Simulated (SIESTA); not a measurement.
**SIESTA run on Ag2F3 (R-3c, 10 atoms in the cell): self-consistent single point**

Method: SIESTA 5.4.2 with GGA PBEsol, numerical atomic orbitals DZP, PseudoDojo PBEsol standard norm-conserving potentials (rewritten from UPF to PSML).

Input as run:

```
# files in the folder: Ag.psml F.psml (PseudoDojo PBEsol standard)
SystemName  Ag2F3
SystemLabel Ag2F3

NumberOfAtoms                10
NumberOfSpecies              2
%block ChemicalSpeciesLabel
  1 47 Ag
  2 9 F
%endblock ChemicalSpeciesLabel
LatticeConstant              6.272926 Ang
%block LatticeVectors
     0.458130703    0.264501925    0.848619448
    -0.458130703    0.264501925    0.848619448
     0.000000000   -0.529003849    0.848619448
%endblock LatticeVectors
AtomicCoordinatesFormat      Fractional
%block AtomicCoordinatesAndAtomicSpecies
     0.847490000    0.847490000    0.847490000  1
     0.152510000    0.152510000    0.152510000  1
     0.652510000    0.652510000    0.652510000  1
     0.347490000    0.347490000    0.347490000  1
     0.558645000    0.250000000    0.941355000  2
     0.441355000    0.750000000    0.058645000  2
     0.941355000    0.558645000    0.250000000  2
     0.058645000    0.441355000    0.750000000  2
     0.250000000    0.941355000    0.558645000  2
     0.750000000    0.058645000    0.441355000  2
%endblock AtomicCoordinatesAndAtomicSpecies

XC.functional                GGA
XC.authors                   PBEsol
PAO.BasisSize                DZP
PAO.EnergyShift              0.01 Ry
MeshCutoff                   300 Ry
%block kgrid.MonkhorstPack
    5   0   0  0.0
    0   5   0  0.0
    0   0   5  0.0
%endblock kgrid.MonkhorstPack
OccupationFunction           FD
ElectronicTemperature        0.1 eV
Spin                         polarized
%block DM.InitSpin
  1 +1.00
  2 +1.00
  3 +1.00
  4 +1.00
  5 +0.00
  6 +0.00
  7 +0.00
  8 +0.00
  9 +0.00
  10 +0.00
%endblock DM.InitSpin

MaxSCFIterations             150
SCF.Mixer.Method             Pulay
SCF.Mixer.Weight             0.1
SCF.Mixer.History            6
SCF.DM.Tolerance             1.0E-05
Diag.ParallelOverK           true
WriteForces                  true
Charge.Mulliken              end
```

Output (repeated stretches shortened):

```
reinit: Reading from file input.fdf

reinit: System Name: Ag2F3
reinit: System Label: Ag2F3

NOTE on units for spin output:
{S} is the spin magnetic moment, in units of the Bohr magneton,
assuming a g-factor for the electron spin of exactly 2.
The spin magnetic moment is then numerically equal to the charge inbalance,
in units of electrons, between the spin-up and -down channels.

coor:   Atomic-coordinates input format  =     Fractional

siesta: Atomic coordinates (Bohr) and species
siesta:      0.00000   0.00000  25.57631  1        1
siesta:      0.00000   0.00000   4.60258  1        2
siesta:      0.00000   0.00000  19.69203  1        3
siesta:      0.00000   0.00000  10.48686  1        4
siesta:      1.67617  -3.36766  17.60435  2        5
siesta:     -1.67617   3.36766  12.57454  2        6
siesta:      2.07840   3.13544  17.60435  2        7
siesta:     -2.07840  -3.13544  12.57454  2        8
siesta:     -3.75456   0.23223  17.60435  2        9
siesta:      3.75456  -0.23223  12.57454  2       10

siesta: System type = bulk

initatomlists: Number of atoms, orbitals, and projectors:     10   154   150

siesta: ******************** Simulation parameters ****************************
redata: Spin configuration                          = collinear
redata: Time-Reversal Symmetry                      = T
redata: Number of Atomic Species                    =        2
redata: Mesh Cutoff                                 =   300.0000 Ry
redata: Net charge of the system                    =     0.0000 |e|
redata: Min. number of SCF Iter                     =        0
redata: Max. number of SCF Iter                     =      150
redata: SCF convergence failure will abort job
redata: SCF mix quantity                            = Hamiltonian
redata: Mix DM or H after convergence               =   F
redata: Recompute H after scf cycle                 =   F
redata: Mix DM in first SCF step                    =   T
   [... lines left out ...]
diag: Used triangular part                          = Lower
diag: Absolute tolerance                            =  0.100E-15
diag: Orthogonalization factor                      =  0.100E-05
diag: Memory factor                                 =  1.0000

superc: Internal auxiliary supercell:     5 x     5 x     5  =     125
superc: Number of atoms, orbitals, and projectors:   1250  19250  18750

                        Single-point calculation

superc: Internal auxiliary supercell:     5 x     5 x     5  =     125
superc: Number of atoms, orbitals, and projectors:   1250  19250  18750

outcell: Unit cell vectors (Ang):
        2.873820    1.659201    5.323327
       -2.873820    1.659201    5.323327
        0.000000   -3.318402    5.323327

outcell: Cell vector modules (Ang)   :    6.272926    6.272926    6.272926
outcell: Cell angles (23,13,12) (deg):     54.5331     54.5331     54.5331
outcell: Cell volume (Ang**3)        :    152.2976
new_DM -- step:     1
Initializing Density Matrix...

Attempting to read DM from file... Failed...
DM filled with atomic data (user-defined):

InitMesh: MESH = 60 x 60 x 60 = 216000
InitMesh: Mesh cutoff (required, used) =   300.000   351.106 Ry

stepf: Fermi-Dirac step function
        iscf     Eharris(eV)        E_KS(eV)     FreeEng(eV)     dDmax    Ef(eV) dHmax(eV)
   scf:    1   -20792.208334   -20830.708602   -20831.117258  0.527528 -1.886662 16.199354
     spin moment: {S} , |S| = {        0.0        0.0    1.58444 }     1.58444
   scf:    2   -20859.547145   -20846.202807   -20846.560797  0.104002 -2.782065 10.972943
     spin moment: {S} , |S| = {        0.0        0.0    1.26075 }     1.26075
   scf:    3   -20862.361441   -20857.631763   -20857.945164  0.206481 -4.382453  1.807253
     spin moment: {S} , |S| = {        0.0        0.0    0.81761 }     0.81761
   scf:    4   -20856.557378   -20857.138426   -20857.450451  0.036563 -4.081274  3.167928
     spin moment: {S} , |S| = {        0.0        0.0    0.89133 }     0.89133
   scf:    5   -20857.849407   -20857.901715   -20858.233096  0.134412 -5.331631  1.253743
     spin moment: {S} , |S| = {        0.0        0.0    0.57655 }     0.57655
   scf:    6   -20857.818853   -20857.895460   -20858.226773  0.026195 -5.205052  1.217139
   [... lines left out ...]
   scf:   20   -20858.034799   -20858.034794   -20858.373128  0.000068 -5.013995  0.000282
     spin moment: {S} , |S| = {        0.0        0.0   -0.00049 }    -0.00049
   scf:   21   -20858.034796   -20858.034795   -20858.373128  0.000021 -5.013993  0.000172
     spin moment: {S} , |S| = {        0.0        0.0    0.00077 }     0.00077
   scf:   22   -20858.034797   -20858.034796   -20858.373128  0.000043 -5.013990  0.000119
     spin moment: {S} , |S| = {        0.0        0.0    0.00340 }     0.00340
   scf:   23   -20858.034797   -20858.034796   -20858.373128  0.000024 -5.013989  0.000101
     spin moment: {S} , |S| = {        0.0        0.0    0.00492 }     0.00492
   scf:   24   -20858.034795   -20858.034795   -20858.373128  0.000065 -5.013987  0.000022
     spin moment: {S} , |S| = {        0.0        0.0    0.00101 }     0.00101
   scf:   25   -20858.034795   -20858.034795   -20858.373128  0.000003 -5.013986  0.000017
     spin moment: {S} , |S| = {        0.0        0.0    0.00082 }     0.00082
SCF Convergence by DM+H criterion
max |DM_out - DM_in|         :     0.0000031190
max |H_out - H_in|      (eV) :     0.0000171048
SCF cycle converged after 25 iterations

Using DM_out to compute the final energy and forces

siesta: E_KS(eV) =           -20858.0348

siesta: E_KS - E_eggbox =    -20858.0348

siesta: Atomic forces (eV/Ang):
     1    0.000000    0.000000   -0.069874
     2   -0.000000   -0.000000    0.069874
     3    0.000000   -0.000000    0.069874
     4   -0.000000    0.000000   -0.069874
     5   -0.028778   -0.049844    0.000000
     6    0.028777    0.049845   -0.000000
     7    0.057555   -0.000000   -0.000000
     8   -0.057555   -0.000000   -0.000000
     9   -0.028777    0.049845   -0.000000
    10    0.028778   -0.049844    0.000000
   Tot    0.000000    0.000000   -0.000000
   Max    0.069874
   Res    0.036242    sqrt( Sum f_i^2 / 3N )
   Max    0.069874    constrained

Stress tensor Voigt[x,y,z,yz,xz,xy] (kbar):       48.50       48.50       41.26       -0.00        0.00       -0.00
(Free)E + p*V (eV/cell)   -20862.7537
Target enthalpy (eV/cell)   -20858.3731

siesta: Program's energy decomposition (eV):
siesta: Ebs     =     -3047.254275
siesta: Eions   =     28631.756386
siesta: Ena     =      3247.052318
siesta: Ekin    =      8430.402518
siesta: Enl     =      -665.598595
siesta: Eso     =         0.000000
siesta: Edftu   =         0.000000
siesta: DEna    =       140.720726
siesta: DUscf   =         5.788334
siesta: DUext   =         0.000000
siesta: Ex      =     -3179.023810
siesta: Ec      =      -205.619900
siesta: Exc     =     -3384.643710
siesta: Eharris =    -20858.034795
siesta: Etot    =    -20858.034795
siesta: FreeEng =    -20858.373128

siesta: Atomic forces (eV/Ang):
siesta:      1    0.000000    0.000000   -0.069874
siesta:      2   -0.000000   -0.000000    0.069874
siesta:      3    0.000000   -0.000000    0.069874
siesta:      4   -0.000000    0.000000   -0.069874
siesta:      5   -0.028778   -0.049844    0.000000
siesta:      6    0.028777    0.049845   -0.000000
siesta:      7    0.057555   -0.000000   -0.000000
siesta:      8   -0.057555   -0.000000   -0.000000
   [... lines left out ...]
siesta: Cell volume =        152.297565 Ang**3
siesta:         -46.08392090        -45.88985789  kBar
   [... lines left out ...]
   3  9.317   1.000   0.284  -0.065   1.001   1.001   1.001   0.098   0.097
              0.098   0.917   0.898   0.939   0.898   0.917   0.044   0.050

              0.044   0.050   0.044
   4  9.317   1.000   0.284  -0.065   1.001   1.001   1.001   0.098   0.097
              0.098   0.917   0.898   0.939   0.898   0.917   0.044   0.050

              0.044   0.050   0.044

Species: F
Atom  Qatom  Qorb
               2s      2s      2py     2pz     2px     2py     2pz     2px
               3Pdxy   3Pdyz   3Pdz2   3Pdxz   3Pdx2-y2
   5  3.622   0.931   0.014   0.914   0.928   0.932  -0.029  -0.039  -0.037
              0.002   0.001   0.002   0.001   0.002
   6  3.622   0.931   0.014   0.914   0.928   0.932  -0.029  -0.039  -0.037
   [... 9 lines left out ...]

mulliken: Qtot =       59.000

Mulliken Atomic Populations:
Atom #   charge [q] valence [e]      Sz [e]  Species
     1     0.366497   18.633503    0.000128  Ag
     2     0.366498   18.633502    0.000128  Ag
     3     0.366498   18.633502    0.000128  Ag
     4     0.366497   18.633503    0.000128  Ag
     5    -0.244332    7.244332    0.000051  F
     6    -0.244332    7.244332    0.000051  F
     7    -0.244332    7.244332    0.000051  F
     8    -0.244332    7.244332    0.000051  F
     9    -0.244332    7.244332    0.000051  F
    10    -0.244332    7.244332    0.000051  F
 Total    -0.000000                0.000815
```

The run converged in 25 iterations.

The starting cell comes from a database of computed structures (which also holds hypothetical and non-ambient phases and stackings), without a prior relaxation at this level. The starting moments vanished: the run ended non-magnetic. Values carry the incompleteness of an atom-centred basis. With a pressure of about -5 GPa the cell is away from its equilibrium volume at this level. The run gives no clean gap (levels at the Fermi energy touch, overlap or are partly filled at this smearing), which alone does not show that the compound is a metal.

Cost on one core of a shared machine: roughly 3 min.
